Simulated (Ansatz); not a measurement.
System: TiGeO₃ (model structure, started from the PbTiO3 type, P4mm, No. 99, 5 atoms in the cell). Method: PBEsol (plane waves, PAW; Ansatz, an electronic-structure program).

Settings: plane-wave cutoff 520 eV, 8×8×8 k mesh, Fermi–Dirac smearing 0.01 eV, no spin polarisation, scalar-relativistic PAW data made under PBE.

Cell (relaxed at this level):

```cif
data_GeO3Ti
_chemical_formula_sum 'Ti1 Ge1 O3'
_space_group_name_H-M_alt 'P 1'
_space_group_IT_number 1
_cell_length_a 3.71578
_cell_length_b 3.71578
_cell_length_c 4.48051
_cell_angle_alpha 90.000
_cell_angle_beta 90.000
_cell_angle_gamma 90.000
loop_
_space_group_symop_operation_xyz
  'x, y, z'
loop_
_atom_site_label
_atom_site_type_symbol
_atom_site_fract_x
_atom_site_fract_y
_atom_site_fract_z
_atom_site_occupancy
Ti1 Ti 0.50000 0.50000 0.59771 1
Ge1 Ge 0.00000 0.00000 0.19954 1
O1 O 0.00000 0.50000 0.45803 1
O2 O 0.50000 0.00000 0.45803 1
O3 O 0.50000 0.50000 0.97689 1
```

Problem. Estimate the band gap, smallest direct gap on the k points sampled and Γ–Γ gap that the calculation returns.

Solution. 
- band gap = 1.55 eV (indirect)
- smallest direct gap on the k points sampled = 2.63 eV
- Γ–Γ gap = 3.67 eV

Note: the relaxation could raise the start's symmetry but not lower it, so the cell can be a saddle point.

Spin–orbit coupling is not included.

The computed numbers hold no vibrational or temperature effects.

A model structure was made by putting elements into a prototype or built by hand; it is no filed structure, need not be a known phase, and can be a saddle point held by its symmetry.
